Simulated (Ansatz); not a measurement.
Start from PbTe in the rock salt structure (space group Fm-3m, No. 225; a = 6.442 Å).

Level of theory: PBEsol, PAW, 420 eV (Ansatz, a first-principles code; scalar-relativistic without spin-orbit coupling).

Strains are applied to the cell and any free atomic positions relax.

One change was made to it. Results:

```csv
quantity,base,after
band gap,0.65 eV,0.74 eV
hole mass,"0.38 mₑ along k, 0.073 mₑ across (at L)","0.44 mₑ along k, 0.086 mₑ across (at L)"
energy relative to the base (free energy F),0 meV/atom,+8.9 meV/atom
width of the top valence band,2.86 eV,2.60 eV
```

Q: Which of these changes matches the shifts?
A) isotropic strain +3.00 %
B) isotropic strain −1.50 %
C) isotropic strain +1.50 %
D) isotropic strain +0.50 %

A: C, isotropic strain +1.50 %. For comparison, the band gap in the other runs: isotropic strain +0.50 % gives 0.68 eV; isotropic strain −1.50 % gives 0.54 eV; isotropic strain +3.00 % gives 0.81 eV.

With Pb and Te present, leaving out spin-orbit coupling can change the band edges. Masses are band curvatures over ±0.01 Å⁻¹ around the edge. Along k means along the line from Γ to the band edge. Stability against distortions was not tested.
